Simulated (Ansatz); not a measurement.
**Ansatz (an electronic-structure program) run on MgI2 (P-3m1, 3 atoms in the cell): self-consistent single point**

Method: PBE (plane waves, PAW; Ansatz).

The input file:

Ansatz 0.2 input:
```yaml
# MgI2
crystal:
  lattice:
    - [2.085375, -3.611975, 0.000000]
    - [2.085375, 3.611975, 0.000000]
    - [0.000000, 0.000000, 6.894300]
  atoms:
    - { symbol: Mg, position_ang: [0.000000, 0.000000, 0.000000] }
    - { symbol: I, position_ang: [2.085375, 1.203992, 1.668421] }
    - { symbol: I, position_ang: [2.085375, -1.203992, 5.225879] }
basis:
  ecutwfc: 420.0
kpoints:
  mp_grid:
    grid: [7, 7, 4]
hamiltonian:
  xc: pbe
  pseudopotentials:
    kind: paw
scf:
  occupations:
    method: fermi_dirac
    width: 0.01
output:
  forces: true
  eigenvalues: true
  stress: true
```

Output, abridged:

```
WARN ansatz: RAYON_NUM_THREADS=1 ignored (pool sized by the plan → 1); use --threads N
Pseudopotentials: kind: paw
Pseudopotential: Mg, paw, valence charge 10
Pseudopotential: I, paw, valence charge 17
Crystal: 3 atoms, lattice volume = 103.860 Å³
Basis set: ecut = 420 eV, 1997 PW (Γ), exchange–correlation on 60×60×96 points (8 copies of the dense FFT grid, shifted against one another)
Bands: 27, of which v1, the nominal top of the filled ones, is band 22 counted from 1 (21 counted from 0)
Symmetry: 12 space group operations
Space group: P-3m1 (ITA 164), of the structure as read, at distance tolerance 4.7e-5 Å
k-points: 28 of 196
Initial density: superposition of atomic densities (neutral atoms: chi_scale 0, normalization atom), corrected by the library's trained network
Initial wavefunctions: pseudopotential atomic-orbital guess
Eigensolver: davidson
Functional: x = pbe(κ = 0.804, μ = 0.2195149727645171), c = pbe(β = 0.06672455060314922)
SCF iter   1: F=—  HF=-16952.788658 eV  |F-HF|=—  |Δ(HF+E_count)|=         —  Δρ=6.68e-4  dr2=2.47e-4  ethr=1.77e-3  ⟨swp⟩=8.2  Hψ=3865  notcnv=0
all-band conjugate gradients solve this SCF's bands
preconditioner: auto → Resta (q_TF=auto, 2.364 Å⁻¹)
SCF iter   2: F=—  HF=-16952.788071 eV  |F-HF|=—  |Δ(HF+E_count)|=   5.87e-4  Δρ=4.89e-4  dr2=4.55e-4  ethr=5.62e-7  ⟨swp⟩=3.0  Hψ=1929  notcnv=0  defer=28
SCF iter   3: F=—  HF=-16952.788040 eV  |F-HF|=—  |Δ(HF+E_count)|=   3.10e-5  Δρ=2.59e-4  dr2=8.93e-5  ethr=5.62e-7  ⟨swp⟩=2.4  Hψ=1200  notcnv=0  defer=28
SCF iter   4: F=—  HF=-16952.788105 eV  |F-HF|=—  |Δ(HF+E_count)|=   6.53e-5  Δρ=7.50e-5  dr2=9.43e-6  ethr=2.03e-7  ⟨swp⟩=3.0  Hψ=1570  notcnv=0  defer=28
SCF iter   5: F=—  HF=-16952.788105 eV  |F-HF|=—  |Δ(HF+E_count)|=   4.86e-8  Δρ=3.54e-5  dr2=2.81e-6  ethr=2.14e-8  ⟨swp⟩=3.0  Hψ=1409  notcnv=0  defer=28
SCF iter   6: F=—  HF=-16952.788105 eV  |F-HF|=—  |Δ(HF+E_count)|=   1.23e-7  Δρ=8.62e-6  dr2=1.46e-7  ethr=6.39e-9  ⟨swp⟩=3.0  Hψ=1374  notcnv=0  defer=28
SCF iter   7: F=-16952.788105 eV  HF=-16952.788105 eV  |F-HF|=1.61e-9  |Δ(HF+E_count)|=   7.31e-8  Δρ=2.12e-6  dr2=9.48e-9  ethr=2.27e-10  ⟨swp⟩=9.8  Hψ=3363  notcnv=0
SCF 1 converged in 7 iterations: F = -16952.788105 eV  dr2 = 9.48e-9
SCF converged after 7 iterations
Free energy (F): -16952.788105 eV
Harris-Foulkes:  -16952.788105 eV  (|F-HF|=1.61e-9)
Internal energy: -16952.788105 eV  (E = F + TS)
E sigma→0 (E₀):  -16952.788105 eV
Fermi energy:    6.528440 eV
--- Per-component energies (eV) ---
  E_band       = -1130.086227
  E_kinetic    = 453.800289
  E_local      = -5858.672110  (includes V_loc(G=0)·N_el)
  E_nonlocal   = -85.658409
  E_hartree    = 2759.463921
  E_xc         = -285.177725
  E_vxc        = -294.703630  (∫ρ·V_xc dr)
  E_paw        = -9926.293331  (= ΣΔE_a)
  E_vpaw       = -863.776203  (= ΣTr[D̂ρ^β])
  E_aug_tail   = -0.000008  (compensation charges beyond the density's cutoff)
  E_ewald      = -4010.250733
  E_smearing   = -0.000000  (= −TS)
  E_closure    = -0.000000  (closes the sum)
  Σ components = -16952.788105   (vs F -16952.788105, Δ=0.00e0)
--- Forces (eV/Å), atoms counted from 1 ---
  atom   1  Mg    -0.00000000     0.00000000     0.00000000
  atom   2  I     -0.00000000    -0.00000000    -0.01017593
  atom   3  I     -0.00000000     0.00000000     0.01017593
  max |Σ_I F_I| component: 4.63e-18 eV/Å
--- Stress (GPa, compression-positive) ---
        0.790538       0.000000      -0.000000
        0.000000       0.790538      -0.000000
       -0.000000      -0.000000       1.076273
  P = ⅓ Tr σ = 0.8858 GPa (8.858 kbar)
  The stress holds the Pulay correction. Without it, at fixed plane waves, as pw.x and ABINIT print it: P = 0.8725 GPa
--- Band table (eV; the first three rows and the last of 28) ---
  k-point 0: bands = ["-70.4839", "-38.8692", "-38.8692", "-38.8689", "-38.8689", "-38.8566", "-38.8566", "-38.8561", "-38.8561", "-38.8508", "-38.8505", "-37.2370", "-37.2365", "-37.2365", "-7.2652", "-6.5715", "1.2838", "4.3082", "4.3082", [...]
  k-point 1: bands = ["-70.4839", "-38.8692", "-38.8692", "-38.8689", "-38.8689", "-38.8565", "-38.8565", "-38.8562", "-38.8562", "-38.8507", "-38.8506", "-37.2370", "-37.2365", "-37.2365", "-7.2040", "-6.6544", "1.5954", "4.1231", "4.3477", [...]
  k-point 2: bands = ["-70.4839", "-38.8692", "-38.8692", "-38.8689", "-38.8689", "-38.8564", "-38.8564", "-38.8562", "-38.8562", "-38.8506", "-38.8506", "-37.2370", "-37.2365", "-37.2365", "-7.1174", "-6.7625", "2.0942", "3.3646", "4.4041", [...]
  k-point 27: bands = ["-70.4839", "-38.8688", "-38.8686", "-38.8684", "-38.8684", "-38.8567", "-38.8566", "-38.8565", "-38.8563", "-38.8502", "-38.8502", "-37.2375", "-37.2372", "-37.2365", "-6.4574", "-6.3948", "1.5231", "1.9733", "2.3007", [...]
```

The run converged in 7 iterations.

The starting cell has typed, rounded lattice constants, without a prior relaxation at this level. Its lattice was rescaled by up to half a per cent. Spin-orbit coupling is off. Ansatz's pressure includes its estimate of the finite-basis (Pulay) stress.
